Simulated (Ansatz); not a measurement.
Input:

```yaml
crystal:
  lattice:
    - [3.23735, 0.00000, 0.00000]
    - [-1.61868, 2.80363, 0.00000]
    - [0.00000, 0.00000, 5.22206]
  atoms:
    - { symbol: Zn, position: [0.66667, 0.33333, 0.50059] }
    - { symbol: Zn, position: [0.33333, 0.66667, 0.00059] }
    - { symbol: O, position: [0.66667, 0.33333, 0.87972] }
    - { symbol: O, position: [0.33333, 0.66667, 0.37972] }
```

Space group of this cell: P6_3mc, wurtzite. The cell is taken as given; by r2SCAN its mean pressure is -0.5 GPa.

The current runs along the normal of the first two printed vectors, the (001) plane. All runs by Ansatz (a program for electronic structure), plane waves and PAW, without spin-orbit coupling; the base is r2SCAN.

```json
[
 {"run": "base", "mean pressure (GPa)": "-0.5", "gap (eV)": "1.23", "mid-gap κ (1/Å)": "0.131"},
 {"run": "all lengths scaled by 0.98", "mean pressure (GPa)": "9.7", "gap (eV)": "1.32", "mid-gap κ (1/Å)": "0.141"},
 {"run": "all lengths scaled by 1.02", "mean pressure (GPa)": "-8.2", "gap (eV)": "1.14", "mid-gap κ (1/Å)": "[?]"},
 {"run": "lengths across the current scaled by 0.98, ions clamped", "mean pressure (GPa)": "6.1", "gap (eV)": "[?]", "mid-gap κ (1/Å)": "[?]"},
 {"run": "lengths across the current scaled by 1.02, ions clamped", "mean pressure (GPa)": "-5.8", "gap (eV)": "[?]", "mid-gap κ (1/Å)": "0.124"},
 {"run": "lengths along the current scaled by 0.97, ions clamped", "mean pressure (GPa)": "4.5", "gap (eV)": "1.32", "mid-gap κ (1/Å)": "0.137"},
 {"run": "lengths along the current scaled by 1.03, ions clamped", "mean pressure (GPa)": "-4.4", "gap (eV)": "1.14", "mid-gap κ (1/Å)": "0.124"}
]
```

Q: Some entries are withheld; supply them.

A: 
- all lengths scaled by 1.02, mid-gap κ (1/Å): 0.120
- lengths across the current scaled by 0.98, ions clamped, gap (eV): 1.26
- lengths across the current scaled by 0.98, ions clamped, mid-gap κ (1/Å): 0.136
- lengths across the current scaled by 1.02, ions clamped, gap (eV): 1.20
